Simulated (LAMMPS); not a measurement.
LAMMPS 22 Jul 2025, classical MD, EAM (Cu_mishin1.eam.alloy): Cu, 500000 atoms.

task: MD, nve
potential: EAM, Cu_mishin1.eam.alloy
copies of the repeat unit: 50×50×50
shape (slab and sphere leave vacuum in the box): bulk
temperature: 800 K
steps: 300
timestep: 2 fs
neighbor skin: 2 Å
neigh_modify: every 1 delay 0 check yes
thermo: 100
newton: on (default)
atom_modify sort (bins of 2 Å where set): 1000 (default)
comm_style: brick (default)
box: 180.8 × 180.8 × 180.8 Å
start: generated fcc lattice, warmed in an untimed run
compared values: energy and forces of the first step, drift over the run

Hardware: Arm Neoverse V2, 96 cores on 1 socket, no SMT, 1 L3 cache group.

Each time is the median wall time of two to five repeats, run one at a time on the otherwise empty machine; start-up is included. Unless noted, each process is bound to its own block of adjacent cores. The times hold for this build (PyPI wheel: MPICH, OPENMP and OPT packages). Scratch files lie in a memory file system. A preparatory run goes ahead and isn't timed.

Measured:

```tsv
cores	layout	wall time
4	4 ranks	46.0 s
16	16 ranks	12.1 s
32	32 ranks	6.25 s
48	48 ranks	4.34 s
64	64 ranks	3.39 s
```

Task: Take a serial part s and a parallel part w, T = s + w/p on p cores. What does the fit give for 8 ranks and for 88 ranks, and what is measured?

Result: A fit of relative deviations gives s = 0.531 s and w = 183 core-seconds; it misses the rows shown by at most 1 %.

```json
[
 {"cores": "8", "layout": "8 ranks", "fit": "23.4 s", "measured": "23.7 s", "measured against fit": "+1 %"},
 {"cores": "88", "layout": "88 ranks", "fit": "2.61 s", "measured": "2.88 s", "measured against fit": "+10 %"}
]
```

Efficiency, counted from 4 cores, stays above one half up to 88 cores, the most tried. The shortest time, 2.9 s, comes at 88 cores. The share that grows most is that of set-up, start and exit outside the loop: from 1.1 % of the time on 4 cores to 14 % on 88. The largest part on 88 cores, pair forces (Pair), takes 43 s on 4 and 2.2 s there.
